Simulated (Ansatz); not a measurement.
# Co₃NiC (model structure, started from the Mn3GaN type, Pm-3m, No. 221, 5 atoms in the cell)

Computed with r²SCAN in Ansatz (plane waves, PAW).

Numerical settings: plane-wave cutoff 560 eV, 14×14×14 k mesh, Fermi–Dirac smearing 0.05 eV, spin-polarised with parallel moments, scalar-relativistic PAW data made under PBE.

Cell (relaxed at this level):

```yaml
crystal:
  lattice:
    - [3.72083, 0.00000, 0.00000]
    - [0.00000, 3.72083, 0.00000]
    - [0.00000, 0.00000, 3.72083]
  atoms:
    - { symbol: Co, position: [0.50000, 0.50000, 0.00000], spin: 3.0 }
    - { symbol: Co, position: [0.00000, 0.50000, 0.50000], spin: 3.0 }
    - { symbol: Co, position: [0.50000, 0.00000, 0.50000], spin: 3.0 }
    - { symbol: Ni, position: [0.00000, 0.00000, 0.00000], spin: 2.0 }
    - { symbol: C, position: [0.50000, 0.50000, 0.50000] }
```

| Quantity | Value |
|---|---|
| band gap | none |
| bulk modulus B0 | 209 GPa |

Note: the magnetic order was assumed, not searched for or taken from measurement; the bulk modulus is −V dP/dV from two relaxed cells at ±2 % in volume; the relaxation could raise the start's symmetry but not lower it, so the cell can be a saddle point.

Spins in the cell block are starting values.

Static lattice: no zero-point or thermal effects.

It cost about 10 core-minutes (a rough figure) of CPU time.

A model structure was made by putting elements into a prototype or built by hand; it is no filed structure, need not be a known phase, and can be a saddle point held by its symmetry.

Ansatz is a first-principles code.
